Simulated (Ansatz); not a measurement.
The starting structures come from a database of crystals and need not be the phases stable at ambient conditions.

 Where the default PAW files enter, the runs use the earlier of Ansatz's two default sets.

Crystal: LiNO3 (R-3c, not sure to be the ambient phase, 10 atoms a cell, 9.3 Å³ an atom); planes in its conventional cell.

Level of theory: r2SCAN (plane waves, PAW; Ansatz, a quantum-chemistry and plane-wave program).

No gap correction and no spin-orbit coupling; mid-gap values are interpolated between computed energies.

```
plane  area of the cell (Å²)  mid-gap κ (1/Å)  largest κ in the gap (1/Å)
-----  ---------------------  ---------------  --------------------------
(101)                   23.9             0.57                        0.59
(001)                   18.8                …                           …
(110)                   39.9                …                        0.57
```

**Question.** The slowest decay depends on the direction. Supply the withheld values.

**Answer.** 
- (001), mid-gap κ (1/Å): 0.78
- (001), largest κ in the gap (1/Å): 0.78
- (110), mid-gap κ (1/Å): 0.55
